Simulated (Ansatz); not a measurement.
Reference: GaAs (F-43m), r2SCAN with spin-orbit coupling, rigid bands (plane waves, PAW; Ansatz, a program for electronic structure); axes and stresses refer to this cell.

```
CELL_PARAMETERS angstrom
      0.00000     2.83321     2.83321
      2.83321     0.00000     2.83321
      2.83321     2.83321     0.00000
ATOMIC_POSITIONS crystal
  Ga 0.00000 0.00000 0.00000
  As 0.25000 0.25000 0.25000
```

* **Seebeck coefficient, n-type 1e19 cm⁻³**: -44 μV/K
* **hole conductivity mass**: 0.40 mₑ
* **band gap**: 0.86 eV

```csv
Change,"Seebeck coefficient, n-type 1e19 cm⁻³",hole conductivity mass,band gap
biaxial stress xx = yy = 1 GPa (compression positive),-51 μV/K,0.38 mₑ,(withheld)
biaxial stress xx = yy = 2 GPa (compression positive),-67 μV/K,0.32 mₑ,0.94 eV
hydrostatic pressure 2 GPa,-83 μV/K,(withheld),(withheld)
hydrostatic pressure 5 GPa,-233 μV/K,(withheld),1.35 eV
uniaxial stress zz = -1 GPa (compression positive),-42 μV/K,0.38 mₑ,0.79 eV
```

Task: Fill in the missing entries.

Result: 
- biaxial stress xx = yy = 1 GPa (compression positive), band gap: 0.90 eV
- hydrostatic pressure 2 GPa, hole conductivity mass: 0.39 mₑ
- hydrostatic pressure 2 GPa, band gap: 1.07 eV
- hydrostatic pressure 5 GPa, hole conductivity mass: 0.37 mₑ

Masses are for dilute carriers at 300 K, harmonic means over directions unless an axis is named. Seebeck coefficients are for the stated density at 300 K, with one relaxation time for all states and whether or not that doping can be reached. Stresses and pressures are the targets of the relaxation.  The structure type is held under load, also where the real crystal would transform.
